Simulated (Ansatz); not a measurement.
Worked example: zone-centre phonon calculation of BN (F-43m, 2 atoms in the cell) in Ansatz (a program for electronic structure).

Computed with PBE (plane waves, PAW; Ansatz).

```
BN
1.0
    0.00000     1.79846     1.79846
    1.79846     0.00000     1.79846
    1.79846     1.79846     0.00000
B N
1 1
Direct
  0.00000   0.00000   0.00000
  0.25000   0.25000   0.25000
```

Reference input (self-consistent single point, DFT, PBE, plane waves, default PAW files): basis.ecutwfc = 420 eV; kpoints.mp_grid.grid = 12 12 12; hamiltonian.xc = pbe; hamiltonian.pseudopotentials = {kind: paw} (the program's default PAW files); scf.occupations.method = fermi_dirac; scf.occupations.width = 0.02 eV. This run's input differs from it in these lines:

Ansatz 0.2 input:
```diff
@@ -17,7 +17,7 @@
 scf:
-  occupations: { method: fermi_dirac, width: 0.02 }
-output:
-  forces: true
-  eigenvalues: true
-  stress: true
+  occupations: { method: fixed }
+phonons:
+  method: dfpt
+  dielectric: true
+  rigid_motions: translations
```

The program printed (abridged):

```
SCF iter   1: F=—  HF=-542.268076 eV  |F-HF|=—  |Δ(HF+E_count)|=         —  Δρ=1.50e-3  dr2=1.05e-4  ethr=1.77e-3  ⟨swp⟩=3.9  Hψ=12740  notcnv=0  defer=439
all-band conjugate gradients solve this SCF's bands
preconditioner: auto → none
SCF iter   2: F=—  HF=-542.268246 eV  |F-HF|=—  |Δ(HF+E_count)|=   1.70e-4  Δρ=8.14e-4  dr2=2.13e-5  ethr=1.31e-6  ⟨swp⟩=2.0  Hψ=6126  notcnv=0  defer=489
SCF iter   3: F=—  HF=-542.268315 eV  |F-HF|=—  |Δ(HF+E_count)|=   6.86e-5  Δρ=2.96e-4  dr2=7.29e-6  ethr=2.66e-7  ⟨swp⟩=2.3  Hψ=3509  notcnv=0  defer=353
SCF iter   4: F=—  HF=-542.268319 eV  |F-HF|=—  |Δ(HF+E_count)|=   4.42e-6  Δρ=2.71e-5  dr2=2.05e-8  ethr=9.12e-8  ⟨swp⟩=2.7  Hψ=3565  notcnv=0
SCF iter   5: F=—  HF=-542.268318 eV  |F-HF|=—  |Δ(HF+E_count)|=   6.14e-7  Δρ=1.01e-5  dr2=2.87e-9  ethr=2.56e-10  ⟨swp⟩=2.2  Hψ=3263  notcnv=0
SCF iter   6: F=-542.268318 eV  HF=-542.268318 eV  |F-HF|=5.00e-12  |Δ(HF+E_count)|=   9.43e-9  Δρ=6.70e-7  dr2=1.78e-11  ethr=1.25e-12  ⟨swp⟩=5.1  Hψ=13121  notcnv=0
SCF 1 converged in 6 iterations: F = -542.268318 eV  dr2 = 1.78e-11
DFPT response loops at Γ: preconditioner auto → none (the input reference at scf.mixing.eps_inf says where Resta's filter doesn't serve); β = 0.50 …
Free energy (F): -542.268318 eV
Internal energy: -542.268318 eV  (E = F + TS)
E sigma→0 (E₀):  -542.268318 eV
Fermi energy:    11.423010 eV
--- Phonons (Γ-DFPT): 2 representative perturbations + reference, on 280 of 1728 k-points (Σ response iterations 6) ---
  k mesh reduced under 4 symmetry operations, with k and −k counted as one. Each operation leaves every solved perturbation unchanged …
  ASR residual: 1.916e-4 → 0.000e0 eV/Å²; symmetrization residual: 9.009e-7 eV/Å²
   [... lines left out ...]
  k-mesh period / interband length: 30.5 Å / 1.29 Å = 23.68 at k = (0.0000, 0.0000, 0.0000), direct gap 8.903 eV — 14 or more, which is no proof of convergence
   [... lines left out ...]
       1289.44      1            13.6994
  optical modes at Γ + LO–TO along q̂ = [0.0000, 1.0000, 0.0000]:
      ω (cm⁻¹)  modes    IR ((D/Å)²/amu)
       1056.22      2            27.3988
       1289.44      1            13.6994
  optical modes at Γ + LO–TO along q̂ = [0.0000, 0.0000, 1.0000]:
      ω (cm⁻¹)  modes    IR ((D/Å)²/amu)
       1056.22      2            27.3988
       1289.44      1            13.6994
```

The run converged in 6 iterations. 

Summary of the result:
- Free energy E − TS (on the zero of these files): -542.2683 eV
- Top of the valence band (on the code's own zero): 11.42 eV
- Gap on the k-point mesh: 4.49 eV
- Zone-centre frequencies (cm⁻¹; negative means imaginary): 0, 0, 0, 1056, 1056, 1056
- ε∞ at this k-point mesh, which may be far from converged in small-gap cells (xx, yy, zz): 4.59, 4.59, 4.59
- Born charges at this mesh (mean of the diagonal, e): B 1.90, N -1.90

The starting cell has typed, rounded lattice constants, without a prior relaxation at this level. Its lattice was rescaled by up to half a per cent. The frequencies listed for the zone centre hold no LO-TO term.
